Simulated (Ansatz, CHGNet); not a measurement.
# NbAs (I4₁md, No. 109, 4 atoms in the cell; start mp-2059): equilibrium lattice constant a by level of theory

No measured value is used here.

```json
[
 {"level (code)": "CHGNet-r²SCAN", "value (Å)": "3.411"},
 {"level (code)": "LDA (Ansatz)", "value (Å)": "3.418"},
 {"level (code)": "PBE (Ansatz)", "value (Å)": "3.474"},
 {"level (code)": "PBE-D3(BJ) (Ansatz)", "value (Å)": "3.440"},
 {"level (code)": "r²SCAN (Ansatz)", "value (Å)": "3.458"}
]
```

CHGNet-r²SCAN, LDA, PBE, PBE-D3(BJ), r²SCAN: the relaxation could not lower the start's symmetry, so the cell can be a saddle point above a distorted one. r²SCAN: the run has no spin polarisation, so it can have missed a magnetic state. Cutoffs and k meshes differ between the levels. Ansatz's density-functional and Hartree–Fock values are scalar-relativistic unless marked +SOC, with PAW data made under PBE.

Machine-learned potentials (CHGNet-r²SCAN) are trained on DFT data: a solid inside that data is no test of them.

A start named mp-… is a Materials Project structure, which need not be a measured phase.

Ansatz is an electronic-structure program.
